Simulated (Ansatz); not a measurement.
The parent structure is CdS in the zinc blende structure (space group F-43m, No. 216; a = 5.824 Å). Axes: x, y, z lie along the cube axes.

Method: PBEsol/PAW in Ansatz (an electronic-structure program), no SOC.

Base values:

The band gap is 1.01 eV.

Modification: the cell is stretched by 0.50 % along z with no lateral relaxation; the atoms relax in the strained cell.

Q: What does the calculation give for the stress and band gap after the change?

A: The stress (xx, yy, zz, yz, xz, xy; compression positive) comes out as (-0.27, -0.27, -0.37, 0.00, 0.00, 0.00) GPa; the band gap decreases by 0.015 eV (1.01 eV → 1.00 eV).

Whether these cells are dynamically stable was not tested.
